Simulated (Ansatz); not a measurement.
## BeSe: energy against strain

BeSe (zinc blende, F-43m, 16.403 Å³/atom at rest, cube axes along x, y and z) under a strain ε along a cube axis (axis z), the other axes held. LDA in Ansatz, a plane-wave DFT program (PAW, default set), 420 eV, 11×11×11 Γ-centred mesh, Fermi-Dirac smearing 0.05 eV; ions are relaxed within the symmetry of each cell.

Here s stands for strain and y for E less E0.

| strain (%) | E less E0 (meV/atom) |
|---|---|
| -1.50 | 1.60 |
| -1.00 | 0.71 |
| -0.50 | 0.18 |
| 0.00 | 0.00 |
| 0.50 | 0.18 |
| 1.00 | 0.71 |
| 1.50 | 1.59 |
| 3.00 | ? |

Taking a parabola for y over the 7 complete rows: Least squares gives y = 0.002 - 0.0021·s + 0.7081·s². Residuals (row less fit): 0.002, -0.002, 0.000, -0.002, 0.002, 0.002, -0.002; standard error 0.002 (degrees of freedom: 4). Twice the quadratic coefficient over the volume, 2 × 0.7081 meV × 10⁴ × 0.1602 / 16.403 Å³, is the elastic constant C11 = 138 ± 0.3 GPa.

Q: What does the fit predict for y at s = 3.00, and how far is the calculated value from it?

A: y = 0.002 - 0.0021 × 3.0 + 0.7081 × 3.0² = 6.369 meV/atom. The calculation gives 6.25 meV/atom, 0.119 meV/atom below the prediction (1.9 % of the range of y in the table). The row lies outside the fitted rows, so this is an extrapolation. The fitted rows scatter only by rounding.

One order more, fitted to all 13 runs of the series, follows each within 0.01, so the miss is the next term of a smooth law. Rows are the converged runs of the series near zero and its far end; series whose fitted rows scatter by over a few per cent of the range, as at a crossing or softening among them, aren't shown in this form. Most that stay on the fit to the last digits aren't either.
